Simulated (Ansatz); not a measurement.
System: TaBr₅ (C2/m, No. 12). Method: PBEsol (PAW; Ansatz, a quantum-chemistry and plane-wave program).

Numerical settings: plane-wave cutoff 520 eV, 4×4×6 k mesh (along the axes of the cell as run), Fermi–Dirac smearing 0.01 eV, scalar-relativistic PAW data made under PBE.

Cell (measured lattice):

```xyz
36
Lattice="9.7165 -9.3875 0.0000 9.7165 9.3875 0.0000 -0.0775 0.0000 6.2029" Properties=species:S:1:pos:R:3 pbc="T T T"
Ta     9.6777    -2.0784     3.1015
Ta     9.6777     2.0784     3.1015
Ta     3.1655    -2.0784     6.0733
Ta    16.1900     2.0784     0.1296
Ta    16.1900    -2.0784     0.1296
Ta     3.1655     2.0784     6.0733
Br     2.2035     0.0000     1.2617
Br    17.1520     0.0000     4.9412
Br    11.8525     5.7827     1.3708
Br     7.5029    -5.7827     4.8321
Br     7.5029     5.7827     4.8321
Br    11.8525    -5.7827     1.3708
Br    10.9162     7.5419     4.6125
Br     8.4393    -7.5419     1.5904
Br     8.4393     7.5419     1.5904
Br    10.9162    -7.5419     4.6125
Br     4.2725    -3.6048     4.5765
Br    15.0830     3.6048     1.6264
Br    15.0830    -3.6048     1.6264
Br     4.2725     3.6048     4.5765
Br     4.1973     0.0000     4.6795
Br    15.1581     0.0000     1.5234
Br     7.6760    -1.8418     4.5101
Br    11.6795     1.8418     1.6928
Br    11.6795    -1.8418     1.6928
Br     7.6760     1.8418     4.5101
Br     5.2109    -1.8418     1.3293
Br    14.1446     1.8418     4.8736
Br    14.1446    -1.8418     4.8736
Br     5.2109     1.8418     1.3293
Br    10.7490    -3.6104     4.6187
Br     8.6065     3.6104     1.5842
Br     8.6065    -3.6104     1.5842
Br    10.7490     3.6104     4.6187
Br    10.6782     0.0000     4.5244
Br     8.6772     0.0000     1.6785
```

Q: Give the computed band gap, smallest direct gap on the k points sampled and Γ–Γ gap.

A: 
- band gap: 1.92 eV
- smallest direct gap on the k points sampled: 1.96 eV
- Γ–Γ gap: 1.98 eV

Note: cell and atoms aren't relaxed at this level (largest force component 0.25 eV/Å).

Spin–orbit coupling is not included.

Static lattice: no zero-point or thermal effects.
